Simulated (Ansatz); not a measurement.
The reference is SiO2 (space group P3_221, No. 154; a = 4.949 Å, c = 5.441 Å). Axes: x lies along a and z along c of the hexagonal cell.

Calculations: PBEsol/PAW in Ansatz (a first-principles code), no spin-orbit coupling.

It is then changed as follows: the cell is scaled by 1.0150 in all directions; the atoms relax in the strained cell.

Problem. Predict the stress tensor and what it implies for the stiffness.

Solution. Stress of the strained cell less that of the base (GPa, compression positive):
```
  -1.16    0.00    0.00
   0.00   -1.16    0.00
   0.00    0.00   -1.43
```

Then B = −ΔP/(ΔV/V₀) with ΔV/V₀ = 0.0457 gives secant stiffness values (nonlinear terms included at this strain): B (at held cell shape, above the free-shape value) ≈ 27 GPa.

Stability against distortions was not tested.
